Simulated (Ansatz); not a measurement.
## BAs under a change: uniaxial stress, 5 GPa tension along z

Take BAs in the zinc blende structure (space group F-43m, No. 216; a = 4.768 Å) as the base. Axes: x, y, z lie along the cube axes.

It is then changed as follows: uniaxial stress, 5 GPa tension along z, with the cell and atoms free to relax against it.

Calculations: PBEsol in Ansatz (plane waves to 420 eV, PAW, no SOC), earlier PAW set. k-mesh 12×12×12 (Γ-centred); smearing 0.05 eV (Fermi–Dirac).

| quantity | base | changed | shift |
|---|---|---|---|
| volume per atom | 13.55 Å³ | 13.71 Å³ | +0.166 Å³ |
| space group | F-43m (No. 216) | I-4m2 (No. 119) | – |
| shortest interatomic distance | 2.064 Å | 2.073 Å | +0.009 Å |
| energy relative to the base (free energy F) | 0 meV/atom | +4.2 meV/atom | +4.2 meV/atom |
| band gap | 1.08 eV | 0.92 eV | -0.166 eV |
| gap character | – | indirect, Γ → Γ–X (82 % along) | – |
| smallest direct gap | 3.25 eV | 3.11 eV | -0.14 eV |
| electron mass | 1.1 mₑ along k, 0.21 mₑ across (off the special points) | 1.1 mₑ along k, 0.21 mₑ across (off the special points) | – |
| valence-band top at Γ (three highest levels, from the VBM) | 0.00, 0.00, 0.00 eV | 0.00, 0.00, -0.24 eV | – |
| valley order (the lowest conduction-band minima on the path, energy above the VBM, named in the base's zone) | a point along ⟨100⟩, about 1.1 Å⁻¹ from Γ 1.08 eV | a point along [010], about 1.1 Å⁻¹ from Γ 0.92 eV; a point along [001], about 1.1 Å⁻¹ from Γ 1.22 eV | – |
| strain response (xx, yy, zz) | – | (−0.38, −0.38, +2.00) % | – |
| secant Young's modulus along z | – | 250 GPa | – |
| mean lateral Poisson ratio | – | 0.19 | – |

Final structure:

```
BAs
1.0
    0.00000     2.37472     2.43161
    2.37472     0.00000     2.43161
    2.37472     2.37472     0.00000
As B
1 1
Direct
  0.75000   0.75000   0.75000
  0.00000   0.00000   0.00000
```

Effective masses come from finite differences of ±0.01 Å⁻¹. Along k means along the line from Γ to the band edge. Beyond what the load breaks, stability against distortions was not tested. Labels are those of the standard path for the cell's own space group.

Ansatz is a quantum-chemistry and plane-wave program.
